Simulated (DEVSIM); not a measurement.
System: abrupt Si p-n junction, at 350 K.

| layer (left to right) | material | thickness (μm) | Nd (cm⁻³) | Na (cm⁻³) | τn (s) | τp (s) |
|---|---|---|---|---|---|---|
| 1 | Si | 0.370 | - | 2.1e17 | 0.00031 | 0.00031 |
| 2 | Si | 41.0 | 2.6e15 | - | 0.00031 | 0.00031 |

Left contact: ohmic. Right contact: ohmic. Voltage is applied to the left contact. Recombination: SRH at mid-gap, radiative, Auger. Mobility is constant in doping.

The device is made up for the run: typed textbook-type constants, with dimensions and the other settings drawn at random. Values at 300 K; Nc and Nv go as T^1.5, mobilities as T to minus their exponent, the gap by Varshni's rule with the affinity fixed.

```csv
parameter,Si
gap (eV),1.124
affinity (eV),4.05
permittivity,11.7
Nc (cm⁻³),2.86e19
Nv (cm⁻³),3.1e19
μn (cm²/Vs),1417
μp (cm²/Vs),470
T exponent of μn,2.3
T exponent of μp,2.2
B (cm³/s),4.7e-15
Cn (cm⁶/s),2.8e-31
Cp (cm⁶/s),9.9e-32
Varshni α (eV/K),0.000473
Varshni β (K),636
```

DEVSIM, 1D drift-diffusion, Boltzmann statistics, complete ionisation; no tunnelling, impact ionisation, image-force lowering or self-heating.

The thickness of layer 2 was swept, all else fixed.

| thickness of layer 2 (μm) | dark forward voltage at 1 A/cm² (V) | dark forward voltage at 100 A/cm² (V) |
|---|---|---|
| 8.2 | ___ | ___ |
| 14 | 0.476 | 0.703 |
| 25 | 0.484 | 0.772 |
| 41 | 0.491 | 0.862 |
| 70 | 0.499 | 1.008 |
| 120 | 0.512 | 1.238 |
| 200 | 0.530 | 1.577 |

Q: Complete the blanks.

A: 
- 8.2, dark forward voltage at 1 A/cm² (V): 0.467
- 8.2, dark forward voltage at 100 A/cm² (V): 0.662
